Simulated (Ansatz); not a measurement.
A computed series for Ca3SbN: pressure series

Base system: Ca₃SbN in the anti-perovskite structure (space group Pm-3m, No. 221; a = 4.8027 Å; a cell from a computed database, its experimental status unchecked).

Cell and atoms are relaxed at each pressure.

Level of theory: PBEsol (Ansatz, a program for electronic structure; PAW; 420 eV plane waves; no SOC).

Notes on the quantities. electron mass: degenerate bands, along [100].

```csv
variant,width of the top valence band,lattice parameter a,electron mass
base,2.10 eV,4.803 Å,"0.074, 0.86 mₑ (at Γ)"
pressure −2 GPa,2.05 eV,4.858 Å,"0.085, 0.87 mₑ (at Γ)"
pressure −1 GPa,2.07 eV,4.829 Å,"0.079, 0.87 mₑ (at Γ)"
pressure 0.3 GPa,2.11 eV,4.795 Å,"0.073, 0.86 mₑ (at Γ)"
pressure 0.7 GPa,2.12 eV,4.786 Å,"0.070, 0.86 mₑ (at Γ)"
pressure 1.5 GPa,2.13 eV,4.767 Å,"0.066, 0.86 mₑ (at Γ)"
pressure 3 GPa,2.16 eV,4.733 Å,"0.059, 0.85 mₑ (at Γ)"
pressure 5 GPa,[?],[?],[?]
pressure 7.5 GPa,2.24 eV,4.648 Å,–
pressure 10 GPa,2.28 eV,4.608 Å,–
```

Question: What belongs in the blanks?

Answer: 
- pressure 5 GPa, width of the top valence band: 2.20 eV
- pressure 5 GPa, lattice parameter a: 4.693 Å
- pressure 5 GPa, electron mass: 0.049, 0.84 mₑ (at Γ)

Spin-orbit coupling, missing from the scalar runs, can matter with Sb. The levels and masses belong to the bands next to the band gap. Load acts through the strain it causes; cell and atoms are relaxed under it. Effective masses come from finite differences of ±0.01 Å⁻¹. No phonon test of stability was made. Competing high-pressure phases were not computed.
